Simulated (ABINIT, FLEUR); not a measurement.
A FLEUR input for a self-consistent single point of ZrBeB (P-6m2, 3 atoms in the cell) (DFT, PBEsol, all-electron FLAPW (FLEUR), scalar-relativistic valence):

Input of the input generator:

```
ZrBeB crystal
&input film=f /
6.3211430019 -0.0000003950 0.0000000000
-3.1605711588 5.4742706181 0.0000000000
0.0000000000 0.0000000000 6.4743906756
1.0
1.0 1.0 1.0

3
40 0.0000000000 0.0000000000 0.0000000000
4 0.3333333333 0.6666666667 0.5000000000
5 0.6666666667 0.3333333333 0.5000000000

&comp jspins=1 /
&exco xctyp='PBEs' /
&kpt div1=11 div2=11 div3=9 /
&end /
```

```xml
<?xml version="1.0" encoding="UTF-8" standalone="no"?>
<fleurInput fleurInputVersion="0.39">
   <comment>
      ZrBeB crystal                                                                                       
   </comment>
   <calculationSetup>
      <cutoffs Kmax="4.7" Gmax="18.8" GmaxXC="18.8" numbands="0"/>
      <scfLoop itmax="100" minDistance="0.00001" maxIterBroyd="40" imix="Anderson" alpha="0.05" precondParam="0.0" spinf="2.0"/>
      <coreElectrons ctail="T" frcor="F" kcrel="0" coretail_lmax="0"/>
      <xcFunctional name="PBEs" relativisticCorrections="F"/>
      <magnetism jspins="1"/>
      <soc l_soc="F" theta="0.0" phi="0.0" spav="F"/>
      <expertModes spex="0" secvar="F"/>
      <geometryOptimization l_f="T" forcealpha="1.0" forcemix="BFGS" epsdisp="0.00001" epsforce="0.00001"/>
      <ldaU l_linMix="F" mixParam="0.05" spinf="1.0"/>
   </calculationSetup>
   <cell>
      <bzIntegration valenceElectrons="17.0" mode="gauss" fermiSmearingEnergy="0.00367493">
         <kPointListSelection listName="default-1"/>
         <!-- k-points included here -->
         <xi:include xmlns:xi="http://www.w3.org/2001/XInclude" href="kpts.xml"> </xi:include>
      </bzIntegration>
      <!-- symmetry operations included here -->
      <xi:include xmlns:xi="http://www.w3.org/2001/XInclude" href="sym.xml"> </xi:include>
      <bulkLattice scale="1.0">
         <bravaisMatrix>
            <row-1>    6.3211430019000003    -0.0000003950000000     0.0000000000000000</row-1>
            <row-2>   -3.1605711587999998     5.4742706181000003     0.0000000000000000</row-2>
            <row-3>    0.0000000000000000     0.0000000000000000     6.4743906755999996</row-3>
         </bravaisMatrix>
      </bulkLattice>
   </cell>
   <atomSpecies>
      <species name="Zirconium (Zr)" element="Zr" atomicNumber="40">
         <mtSphere radius="2.63" gridPoints="925" logIncrement="0.014"/>
         <atomicCutoffs lmax="10" lnonsphr="8"/>
         <electronConfig flipSpins="F">
            <coreConfig>(1s1/2) (2s1/2) (2p1/2) (2p3/2) (3s1/2) (3p1/2) (3p3/2) (3d3/2) (3d5/2)</coreConfig>
            <valenceConfig>(4s1/2) (4p1/2) (4p3/2) (5s1/2) (4d3/2) (4d5/2)</valenceConfig>
            <stateOccupation state="(4d3/2)" spinUp="0.4" spinDown="0.4"/>
            <stateOccupation state="(4d5/2)" spinUp="0.6" spinDown="0.6"/>
         </electronConfig>
         <energyParameters s="5" p="5" d="4" f="4"/>
         <lo type="SCLO" l="0" n="4" eDeriv="0"/>
         <lo type="SCLO" l="1" n="4" eDeriv="0"/>
      </species>
      <species name="Beryllium (Be)" element="Be" atomicNumber="4">
         <mtSphere radius="1.71" gridPoints="603" logIncrement="0.017"/>
         <atomicCutoffs lmax="8" lnonsphr="6"/>
         <electronConfig flipSpins="F">
            <coreConfig>(1s1/2)</coreConfig>
            <valenceConfig>(2s1/2)</valenceConfig>
         </electronConfig>
         <energyParameters s="2" p="2" d="3" f="4"/>
      </species>
      <species name="Boron (B)" element="B" atomicNumber="5">
         <mtSphere radius="1.71" gridPoints="603" logIncrement="0.017"/>
         <atomicCutoffs lmax="8" lnonsphr="6"/>
         <electronConfig flipSpins="F">
            <coreConfig>(1s1/2)</coreConfig>
            <valenceConfig>(2s1/2) (2p1/2) (2p3/2)</valenceConfig>
            <stateOccupation state="(2p1/2)" spinUp="0.1666666666667" spinDown="0.1666666666667"/>
            <stateOccupation state="(2p3/2)" spinUp="0.3333333333333" spinDown="0.3333333333333"/>
         </electronConfig>
         <energyParameters s="2" p="2" d="3" f="4"/>
      </species>
   </atomSpecies>
   <atomGroups>
      <atomGroup species="Zirconium (Zr)">
         <relPos label="                   1">.0000000000 .0000000000 .0000000000</relPos>
         <force calculate="T" relaxXYZ="TTT"/>
      </atomGroup>
      <atomGroup species="Beryllium (Be)">
         <relPos label="                   2">1.000/3.000 -1.000/3.000 1.000/2.000</relPos>
         <force calculate="T" relaxXYZ="TTT"/>
      </atomGroup>
      <atomGroup species="Boron (B)">
         <relPos label="                   3">-1.000/3.000 1.000/3.000 1.000/2.000</relPos>
         <force calculate="T" relaxXYZ="TTT"/>
      </atomGroup>
   </atomGroups>
   <output dos="F" band="F" slice="F">
      <checks vchk="F" cdinf="F"/>
      <bandDOS minEnergy="-.5*Htr" maxEnergy="0.5*Htr" sigma="0.015" storeEVData="T"/>
      <vacuumDOS vacdos="F" integ="F" star="F" nstars="0" locx1="0.0" locy1="0.0" locx2="0.0" locy2="0.0" nstm="0" tworkf="0.0"/>
      <unfoldingBand unfoldBand="F" supercellX="1" supercellY="1" supercellZ="1"/>
      <plotting iplot="0" polar="F">
         <plot TwoD="T" vec1="  1.0  0.0  0.0" vec2="  0.0  1.0  0.0" vec3="  0.0  0.0  1.0" zero="  0.0  0.0  0.0" file="plot"/>
      </plotting>
      <chargeDensitySlicing numkpt="0" minEigenval="0.0" maxEigenval="0.0" nnne="0" pallst="F"/>
      <specialOutput eonly="F"/>
      <magneticCircularDichroism mcd="F" energyLo="-10.0" energyUp="0.0"/>
   </output>
  <!-- We include the file relax.xml here to enable relaxations (see documentation) -->
  <xi:include xmlns:xi="http://www.w3.org/2001/XInclude" href="relax.xml"> <xi:fallback/> </xi:include>
</fleurInput>
```

### Question
Give the ABINIT input for the same structure, mesh, smearing and functional.

### Answer
This is the input that was run; spellings and numerical settings could be chosen otherwise.

```
# ZrBeB, JTH v2.0 PBE PAW
pp_dirpath "./"
pseudos "Zr.GGA_PBE-JTH.xml, Be.GGA_PBE-JTH.xml, B.GGA_PBE-JTH.xml"
acell 3*1.0 Angstrom
rprim
         3.3450048235   -0.0000002090    0.0000000000
        -1.6725022307    2.8968592574    0.0000000000
         0.0000000000    0.0000000000    3.4261000000
natom 3
ntypat 3
znucl 40 4 5
typat 1 2 3
xred
         0.0000000000    0.0000000000    0.0000000000
         0.3333333333    0.6666666667    0.5000000000
         0.6666666667    0.3333333333    0.5000000000
ecut 40 Ry
pawecutdg 80 Ry
pawxcdev 0
ixc -116133
occopt 7
tsmear 0.00367493
nband 15
kptopt 1
ngkpt 11 11 9
nshiftk 1
shiftk 0 0 0
nstep 80
tolvrs 1.0e-11
prtwf 0
prtden 0
```

Basis, cutoffs, solver keys and any potentials are the target program's own. This input uses DFT, PBEsol, plane waves, PAW (JTH v2.0 PBE PAW, files made for PBE).

The starting cell comes from a database of computed structures (which also holds hypothetical and non-ambient phases and stackings), without a prior relaxation at this level. For this run, on top of that: lattice scaled by 0.98.
